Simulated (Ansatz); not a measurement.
**A computed series for GaN: pressure series**

Base system: GaN in the wurtzite structure (space group P6_3mc, No. 186; a = 3.1831 Å, c = 5.1836 Å).

Cell and atoms are relaxed at each pressure.

The values are results of r2SCAN in Ansatz (plane waves to 500 eV, PAW, no spin-orbit coupling), not measurements.

Candidates:
(a) pressure −2 GPa
(b) pressure 50 GPa
(c) pressure 7 GPa
(d) pressure 30 GPa

For the base:

- Band gap: 2.35 eV

### Question
Order them by band gap, highest first.

### Answer
(b) pressure 50 GPa (3.56 eV), (d) pressure 30 GPa (3.17 eV), (c) pressure 7 GPa (2.58 eV), (a) pressure −2 GPa (2.28 eV)

Load acts through the strain it causes; cell and atoms are relaxed under it. Stability against distortions was not tested. Measured, GaN leaves this structure (for rock salt) near 47 GPa (temperature not stated; as listed in Datta, Sujoy, Jana, Debnarayan, arXiv (2020)), on rising pressure, with hysteresis.

Ansatz is an electronic-structure program.
